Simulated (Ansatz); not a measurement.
In an H-capped Sn nanowire along [110], 8 atoms a period besides the caps, the lowest empty band has its minimum at Γ and lies 0.084 eV higher 0.0418 Å⁻¹ away along the axis.

Method: PBE (plane waves to 420 eV, PAW; Ansatz, a program for electronic structure). Mesh 1×1×8. No spin polarisation. It repeats along c; a and b span vacuum. An idealised model, cut from the bulk lattice. Symmetry and one short period hold its shape; lower forms weren't sought. Values not marked SOC lack spin–orbit coupling.

Problem. Estimate the electron mass along the axis.

Solution. For a parabola ΔE = ħ²Δk²/2m, and ħ²/2mₑ = 3.810 eV Å². So m/mₑ = 3.810 × 0.0418²/0.084 = 0.079. The curvature over a step a third as long gives 0.075; the band is close to a parabola here.
